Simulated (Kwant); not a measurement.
Model system: GaN/Al0.2Ga0.8N stack with 3 barriers. One parabolic valley. Leads of mass 0.2 mₑ with the band edge at 0; grid 0.1 nm; bias 0 V, dropping linearly over the stack.

| layer | thickness (nm) | band offset (eV) | mass (mₑ) |
|---|---|---|---|
| 1 | 1.5 | 0.35 | 0.22 |
| 2 | 3.5 | 0 | 0.2 |
| 3 | 1.5 | 0.35 | 0.22 |
| 4 | 3.5 | 0 | 0.2 |
| 5 | 1.5 | 0.35 | 0.22 |

The device is made up for the run: typed textbook-type constants, with dimensions and the other settings drawn at random.

Kwant, one-band effective-mass tight-binding model in one dimension, coherent, no space charge.

Sweep values stay those of the base run.

The thickness of the first barrier was swept, all else fixed.

| thickness of the first barrier (nm) | transmission at E = 0.2251 eV | transmission at E = 0.4484 eV | mean transmission over the sweep | transmission at E = 0.3367 eV |
|---|---|---|---|---|
| 0.9 | 0.038 | 0.076 | 0.16 | 0.15 |
| 1.5 | 0.017 | 0.058 | 0.12 | 0.065 |
| 1.8 | 0.010 | 0.057 | 0.095 | 0.044 |

From the first row to the last the transmission at E = 0.2251 eV goes from 0.038 to 0.010. From the first row to the last the transmission at E = 0.4484 eV goes from 0.076 to 0.057.
